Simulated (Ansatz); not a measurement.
# A self-consistent single point of ZnInGaO4 (R3m, 7 atoms in the cell) with Ansatz

Method: PBE (plane waves, PAW; Ansatz, a program for electronic structure).

Input:

Ansatz 0.2 input:
```yaml
crystal:
  lattice:
    - [1.645523, 0.950044, 8.679572]
    - [-1.645523, 0.950044, 8.679572]
    - [0.000000, -1.900086, 8.679572]
  atoms:
    - { symbol: In, position: [0.000000, 0.000000, 0.000000] }
    - { symbol: Ga, position: [0.782900, 0.782900, 0.782900] }
    - { symbol: Zn, position: [0.217100, 0.217100, 0.217100] }
    - { symbol: O, position: [0.871800, 0.871800, 0.871800] }
    - { symbol: O, position: [0.128200, 0.128200, 0.128200] }
    - { symbol: O, position: [0.707200, 0.707200, 0.707200] }
    - { symbol: O, position: [0.292800, 0.292800, 0.292800] }
kpoints:
  mp_grid: { grid: [8, 8, 8] }
hamiltonian:
  xc: pbe
  pseudopotentials: { kind: paw }
scf:
  occupations: { method: gaussian, width: 0.136 }
output:
  forces: true
  eigenvalues: true
  stress: true
```

Output, abridged:

```
WARN basis.ecutwfc = 420 eV, the default
basis.fft_grid_basis auto: the FFT boxes are laid along the combinations [[1, 0, -1], [0, 1, -1], [0, 0, 1]] of the cell's own vectors, 3.291, 3.291 and 8.885 …
Pseudopotentials: kind: paw
Pseudopotential: In, paw, valence charge 13
Pseudopotential: Ga, paw, valence charge 13
Pseudopotential: Zn, paw, valence charge 12
Pseudopotential: O, paw, valence charge 6
Crystal: 7 atoms, lattice volume = 81.414 Å³
Basis set: ecut = 420 eV, 1607 PW (Γ), FFT grids on a1−a3, a2−a3, a3, exchange–correlation on 48×48×120 points (8 copies of the dense FFT grid, shifted against one another)
Bands: 38, of which v1, the nominal top of the filled ones, is band 31 counted from 1 (30 counted from 0)
Symmetry: 6 space group operations
Space group: R3m (ITA 160), of the structure as read, at distance tolerance 4.3e-5 Å
k-points: 65 of 512 (time reversal used)
Initial density: superposition of atomic densities (neutral atoms: chi_scale 0, normalization atom), corrected by the library's trained network
Initial wavefunctions: pseudopotential atomic-orbital guess
Eigensolver: davidson
Functional: x = pbe(κ = 0.804, μ = 0.2195149727645171), c = pbe(β = 0.06672455060314922)
SCF iter   1: F=—  HF=-14970.469163 eV  |F-HF|=—  |Δ(HF+E_count)|=         —  Δρ=3.32e-3  dr2=8.00e-3  ethr=1.77e-3  ⟨swp⟩=5.6  Hψ=9547  notcnv=0
all-band conjugate gradients solve this SCF's bands
preconditioner: auto → Kerker (q_TF=auto, 2.607 Å⁻¹)
SCF iter   2: F=—  HF=-14970.469057 eV  |F-HF|=—  |Δ(HF+E_count)|=   1.06e-4  Δρ=1.39e-3  dr2=2.44e-3  ethr=1.29e-5  ⟨swp⟩=2.0  Hψ=4565  notcnv=0
preconditioner: auto → Resta (q_TF=auto, 2.607 Å⁻¹)
SCF iter   3: F=—  HF=-14970.468675 eV  |F-HF|=—  |Δ(HF+E_count)|=   3.82e-4  Δρ=8.55e-4  dr2=9.51e-4  ethr=3.94e-6  ⟨swp⟩=2.0  Hψ=3283  notcnv=0
SCF iter   4: F=—  HF=-14970.468481 eV  |F-HF|=—  |Δ(HF+E_count)|=   1.94e-4  Δρ=3.00e-4  dr2=7.56e-5  ethr=1.53e-6  ⟨swp⟩=2.0  Hψ=3353  notcnv=0
SCF iter   5: F=—  HF=-14970.468475 eV  |F-HF|=—  |Δ(HF+E_count)|=   6.40e-6  Δρ=1.85e-4  dr2=2.01e-5  ethr=1.22e-7  ⟨swp⟩=2.0  Hψ=3388  notcnv=0
SCF iter   6: F=—  HF=-14970.468474 eV  |F-HF|=—  |Δ(HF+E_count)|=   2.24e-7  Δρ=5.46e-5  dr2=2.36e-6  ethr=3.25e-8  ⟨swp⟩=2.0  Hψ=4251  notcnv=0
SCF iter   7: F=—  HF=-14970.468474 eV  |F-HF|=—  |Δ(HF+E_count)|=   8.67e-8  Δρ=2.07e-5  dr2=3.73e-7  ethr=3.80e-9  ⟨swp⟩=2.0  Hψ=3889  notcnv=0
SCF iter   8: F=-14970.468474 eV  HF=-14970.468474 eV  |F-HF|=2.09e-9  |Δ(HF+E_count)|=   1.09e-7  Δρ=1.03e-5  dr2=8.49e-8  ethr=1.61e-10  ⟨swp⟩=9.3  Hψ=11133  notcnv=0
SCF 1 converged in 8 iterations: F = -14970.468474 eV  dr2 = 8.49e-8
SCF converged after 8 iterations
Free energy (F): -14970.468474 eV
Harris-Foulkes:  -14970.468474 eV  (|F-HF|=2.09e-9)
Internal energy: -14970.466754 eV  (E = F + TS)
E sigma→0 (E₀):  -14970.467614 eV
Entropy (-TS):   -0.001721 eV (-0.246 meV/atom)
Fermi energy:    9.739624 eV
--- Per-component energies (eV) ---
  E_band       = 25.910124
  E_kinetic    = 1195.800402
  E_local      = -5757.877039  (includes V_loc(G=0)·N_el)
  E_nonlocal   = 1616.446404
  E_hartree    = 2419.840981
  E_xc         = -713.414725
  E_vxc        = -582.622268  (∫ρ·V_xc dr)
  E_paw        = -8623.351238  (= ΣΔE_a)
  E_vpaw       = -1285.521291  (= ΣTr[D̂ρ^β])
  E_aug_tail   = 0.009295  (compensation charges beyond the density's cutoff)
  E_ewald      = -5107.920833
  E_smearing   = -0.001721  (= −TS)
  E_closure    = 0.000000  (closes the sum)
  Σ components = -14970.468474   (vs F -14970.468474, Δ=0.00e0)
--- Forces (eV/Å), atoms counted from 1 ---
  atom   1  In     0.00000000    -0.00000006    -1.54331426
  atom   2  Ga     0.00000000     0.00000004     0.98322679
  atom   3  Zn     0.00000000     0.00000001     0.37128544
  atom   4  O      0.00000000    -0.00000006    -1.69232289
  atom   5  O      0.00000000    -0.00000005    -1.24147011
  atom   6  O      0.00000000     0.00000008     2.01596303
  atom   7  O      0.00000000     0.00000004     1.10660605
  max |Σ_I F_I| component: 2.60e-5 eV/Å
--- Stress (GPa, compression-positive) ---
       10.594620       0.000000       0.000000
        0.000000      10.594620      -0.000000
        0.000000      -0.000000       4.404644
  P = ⅓ Tr σ = 8.5313 GPa (85.313 kbar)
  The stress holds the Pulay correction. Without it, at fixed plane waves, as pw.x and ABINIT print it: P = 7.8083 GPa
--- Band table (eV; the first three rows and the last of 65) ---
  k-point 0: bands = ["-10.8196", "-9.8410", "-8.3492", "-7.8093", "-5.7307", "-5.7307", "-5.3378", "-5.3378", "-5.0014", "-4.2545", "-4.2545", "-4.0904", "-3.8382", "-3.8382", "2.9165", "3.8987", "3.9423", "3.9423", "5.1366", "5.1366", "5.2926", [...]
  k-point 1: bands = ["-10.7381", "-9.7695", "-8.3682", "-7.7845", "-5.7023", "-5.6982", "-5.3530", "-5.3400", "-5.0181", "-4.2010", "-4.1162", "-4.0535", "-3.8434", "-3.8137", "2.9132", "3.7982", "3.8913", "4.0205", "4.3589", "5.0212", "5.3668", [...]
  k-point 2: bands = ["-10.5382", "-9.6193", "-8.3946", "-7.6915", "-5.6181", "-5.6047", "-5.3876", "-5.3451", "-5.0202", "-4.1002", "-4.0747", "-3.9360", "-3.8208", "-3.5333", "2.3649", "3.5647", "3.7154", "4.0961", "4.1813", "4.7395", "4.8595", [...]
  k-point 64: bands = ["-10.8128", "-9.8564", "-8.3610", "-7.7762", "-5.7307", "-5.7307", "-5.3378", "-5.3378", "-5.0297", "-4.2545", "-4.2545", "-4.0748", "-3.8382", "-3.8382", "2.7503", "3.9420", "3.9420", "4.4615", "4.8487", "5.1581", "5.1581", [...]
```

The run converged in 8 iterations.

The starting cell was generated: these elements placed on a structure prototype, without a prior relaxation; it need not be a known phase or ordering of this composition. Its lattice was rescaled by a random factor within 2.5 % of one. With a pressure of about 9 GPa the cell is away from its equilibrium volume at this level. Forces in this geometry exceed 1 eV/Å. Ansatz's pressure includes its estimate of the finite-basis (Pulay) stress. Without the estimate this run gives 7.81 GPa. The run gives no clean gap (levels at the Fermi energy touch, overlap or are partly filled at this smearing), which alone does not show that the compound is a metal.
